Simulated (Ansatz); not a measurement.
**What ↑↓↑↓ start, q = (1/2, 1/2, 1/2), 12 atoms does to FeS2**

Consider FeS₂ (space group Pnnm, No. 58; a = 4.439 Å, b = 5.409 Å, c = 3.390 Å; non-magnetic).

It is then changed as follows: the moments start antiparallel in the pattern ↑↓↑↓ in a 12-atom cell (cell doubled with q = (1/2, 1/2, 1/2) in the reciprocal basis of the base), and the cell is relaxed again.

Calculations: PBE, PAW, 420 eV (Ansatz, a program for electronic structure; no spin-orbit coupling). k-mesh 8×6×10 (Γ-centred); smearing 0.05 eV (Fermi–Dirac).

```tsv
quantity	base	changed	shift
volume per atom	13.57 Å³	13.57 Å³	0.00 Å³
shortest interatomic distance	2.226 Å	2.226 Å	0.000 Å
energy relative to the base (σ→0)	0 meV/atom	0 meV/atom	0 meV/atom
band gap	0.88 eV	0.88 eV	0.00 eV
gap character (in this cell's own zone, which can be folded)	indirect, k = (3/8, 0, 0) in the run's primitive reciprocal basis → T	indirect, k = (3/8, 0, 0) in the run's primitive reciprocal basis → T	–
width of the top valence band	0.90 eV	0.90 eV	0.00 eV
```

Final structure:

```yaml
crystal:
  lattice:
    - [4.43883, 0.00000, 0.00000]
    - [0.00000, 5.40942, 0.00000]
    - [0.00000, 0.00000, 3.38966]
  atoms:
    - { symbol: Fe, position: [0.00000, 0.00000, 0.00000] }
    - { symbol: Fe, position: [0.50000, 0.50000, 0.50000] }
    - { symbol: S, position: [0.20628, 0.37517, 0.00000] }
    - { symbol: S, position: [0.70628, 0.12483, 0.50000] }
    - { symbol: S, position: [0.29372, 0.87517, 0.50000] }
    - { symbol: S, position: [0.79372, 0.62483, 0.00000] }
```

Cost of the whole job for the changed cell (relaxation, final SCF and bands): about 10 core-minutes (a rough figure).

Stability against distortions was not tested. Seeded moments were not kept for ↑↓↑↓ start, q = (1/2, 1/2, 1/2), 12 atoms and the base. All final runs are without spin polarisation.
